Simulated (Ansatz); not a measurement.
Take BP in the zinc blende structure (space group F-43m, No. 216; a = 4.537 Å) as the base. Axes: x, y, z lie along the cube axes.

Method: DFT with r2SCAN, PAW potentials and a 500 eV plane-wave cutoff in Ansatz (a first-principles code), no spin-orbit coupling.

Strains are applied to the cell and any free atomic positions relax.

One change was made to it. Results:

The valence-band top at Γ (three highest levels, from the VBM) goes from 0.00, 0.00, 0.00 eV to 0.00, -0.05, -0.10 eV; the band gap falls by 0.06 eV (1.41 eV → 1.35 eV); the smallest direct gap drops by 0.15 eV, from 3.60 eV to 3.45 eV; the energy increases by 0.9 meV/atom.

Q: Which change produced these results?
A) tensor shear ε_xy = +0.57 %
B) tensor shear ε_xy = +1.43 %
C) tensor shear ε_xy = +2.00 %

A: A, tensor shear ε_xy = +0.57 %. For comparison, the band gap in the other runs: tensor shear ε_xy = +2.00 % gives 1.04 eV; tensor shear ε_xy = +1.43 % gives 1.19 eV.

No phonon test of stability was made.
